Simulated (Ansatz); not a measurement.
Cell and atoms of amorphous Si24O49K2:

```
K2O49Si24
1.0
   10.47623     0.32833    -0.00476
    0.32833    10.52726     0.12453
   -0.00476     0.12453    10.31199
Si O K
24 49 2
Direct
  0.44295   0.68004   0.41726
  0.14763   0.70981   0.05832
  0.96832   0.94379   0.05334
  0.47930   0.81974   0.65779
  0.15105   0.31769   0.03141
  0.64768   0.74477   0.88617
  0.87332   0.68052   0.71815
  0.76817   0.22383   0.37544
  0.24755   0.33705   0.67498
  0.69690   0.40740   0.78467
  0.67861   0.16336   0.66272
  0.29715   0.51025   0.92046
  0.82369   0.94494   0.81531
  0.41329   0.08877   0.73545
  0.33575   0.87586   0.21072
  0.38945   0.12230   0.03681
  0.51590   0.32305   0.21299
  0.29797   0.42373   0.39546
  0.84546   0.93269   0.30735
  0.57390   0.52362   0.01335
  0.09545   0.01580   0.29705
  0.99897   0.42127   0.77014
  0.69774   0.74363   0.49038
  0.04995   0.29785   0.31116
  0.99779   0.58043   0.74332
  0.61645   0.49738   0.69036
  0.62034   0.67188   0.02510
  0.05265   0.03381   0.14343
  0.90523   0.01697   0.92432
  0.59948   0.64539   0.42833
  0.09169   0.35405   0.65934
  0.10346   0.15531   0.36032
  0.28505   0.43392   0.78678
  0.73345   0.22320   0.52822
  0.68498   0.43486   0.94615
  0.77818   0.04136   0.69879
  0.91197   0.82893   0.74383
  0.53363   0.11744   0.64222
  0.44120   0.08584   0.89141
  0.81972   0.67463   0.56922
  0.66642   0.25441   0.78467
  0.32045   0.37812   0.54481
  0.85435   0.38853   0.75686
  0.85658   0.89590   0.15311
  0.25800   0.42279   0.04568
  0.14494   0.40367   0.36540
  0.76602   0.65652   0.82654
  0.43654   0.79407   0.30603
  0.07010   0.62772   0.15377
  0.20729   0.64207   0.92232
  0.48519   0.22179   0.10054
  0.89556   0.30962   0.35014
  0.64640   0.28310   0.29282
  0.34828   0.56877   0.38071
  0.99036   0.92923   0.37054
  0.51628   0.75880   0.80030
  0.39731   0.99166   0.12726
  0.05849   0.83107   0.99044
  0.38983   0.33169   0.30564
  0.27395   0.77914   0.11395
  0.24053   0.18310   0.02114
  0.23341   0.94115   0.31333
  0.76014   0.82518   0.37216
  0.61389   0.84368   0.58224
  0.39532   0.73406   0.56160
  0.70325   0.88613   0.89406
  0.44392   0.53951   0.93160
  0.05390   0.31066   0.15365
  0.78852   0.07817   0.32418
  0.54477   0.46578   0.15731
  0.28960   0.18738   0.70788
  0.05815   0.36434   0.90945
  0.38130   0.94445   0.68834
  0.84576   0.57800   0.19243
  0.16601   0.80578   0.71926
```

Methods: PBE, scalar-relativistic without spin-orbit coupling (Ansatz, an electronic-structure program); r2SCAN, scalar-relativistic without spin-orbit coupling (Ansatz); HSE06, scalar-relativistic without spin-orbit coupling (Ansatz). Neutral PBE cell, which sets geometry, pressure and energy: sampling: a 2×2×2 Γ-centred mesh; Fermi-Dirac width 0.02 eV; no spin polarisation. Exact exchange is cut at the faces of this 10 Å cell, which leaves hybrid gaps a finite-size error.

The cell was made by melting and quenching with the CHGNet potential and then relaxed with DFT. O atoms were pushed apart under 1.9 Å during the dynamics, to hinder bonds among them. The hot cell started wider than the set density and was brought back towards it in steps. It is the lowest in DFT energy of 2 quenches. It is a model cell: composition and starting density were chosen by hand, and all elements were melted together. No dispersion term was used. Its density started from a set value of 2.21 and ended at 2.25 g/cm³. Cooling (nominally 320 K/ps over its main leg) ran many orders faster than in experiment, which tends to leave more defects and strain. A cell of this size samples the disorder only roughly. Volume and shape were free in the relaxation.

Task: Give the pressure and the spacing of the highest filled and lowest empty levels.

Result: 
| Quantity | Result |
|---|---|
| Pressure on a 2×2×2 Γ-centred mesh | 0.01 GPa |
| Largest force and stress component on that mesh (the relaxation ran on the zone centre alone) | 0.02 eV/Å and 0.0 GPa |
| Level gap on a 2×2×2 Γ-centred mesh (PBE) | 2.75 eV |
| Level gap at the zone centre (PBE) | 2.73 eV |
| Level gap at the zone centre (r2SCAN) | 3.34 eV |
| Level gap at the zone centre (HSE06) | 4.36 eV |
| Distance between the nearest levels spread over more than a fifth of the atoms or a third of the atoms of their main element (six at least) (PBE, zone centre) | 5.41 eV |

Task: At PBE and the zone centre, how localised are the states just below and above the Fermi level (participation number: the atoms over which a state spreads)?

Result: The highest filled state is spread over 1.5 atoms' worth, largest on O26, with weights by element (charge in smoothed Voronoi cells) O 0.94, Si 0.06, K 0.00. The lowest empty state is spread over 63.6 atoms' worth, largest on K75, with weights by element (charge in smoothed Voronoi cells) O 0.69, Si 0.25, K 0.06.

At PBE the levels at the filled edge of the gap are localised (band-tail or defect states), and the nearest spread-out levels lie 5.4 eV apart at the zone centre.

Neighbours within Si-Si 2.60 Å, Si-O 1.90 Å, Si-K 3.45 Å, O-O 1.58 Å, O-K 3.23 Å, K-K 4.47 Å count as bonded. Two cations that share two anions don't count as bonded, nor two that share one unless they lie closer than Si-Si 2.38 Å, Si-K 3.36 Å, K-K 4.34 Å.

Added carriers, by PBE, scalar-relativistic without spin-orbit coupling in Ansatz on the zone centre alone. Charged cells keep the cell fixed and stand in a uniform background, with no image correction, at a width of 0.01 eV; where the count is odd the moment is locked at 1 μB, unless the neutral cell bore moments. Each starts from the undistorted neutral geometry alone. PBE's self-interaction favours spread-out carriers, so it can miss traps that a hybrid finds.

Task: What happens at PBE when the cell takes an extra electron and the atoms relax?

Result: Relaxation lowers the charged cell by 0.01 eV. The largest moves are K74 0.07 Å, K75 0.05 Å, O29 0.02 Å, O30 0.02 Å. The level that holds the added charge spreads over 63.8 atoms' worth, most on K75 (weight 0.04): a carrier spread over the cell. No bond crosses its cut-off with a change of over 0.15 Å (metal-metal contacts aside). Made neutral again at that geometry, the cell lies +0.01 eV from the neutral start.

Task: What happens at PBE when the cell takes a hole and the atoms relax?

Result: Relaxation lowers the charged cell by 0.48 eV. The largest moves are O47 0.24 Å, Si10 0.22 Å, K74 0.18 Å, O26 0.14 Å. The level that was emptied spreads over 1.7 atoms' worth, most on O26 (weight 0.75): a localised (trapped) carrier, which neighbours of that atom can share. No bond crosses its cut-off with a change of over 0.15 Å (metal-metal contacts aside). Made neutral again at that geometry, the cell lies +0.70 eV from the neutral start.

A PBE run started with 1 μB on atoms that lack a bond or may hold spare charge lost its moments; other starts weren't tried.
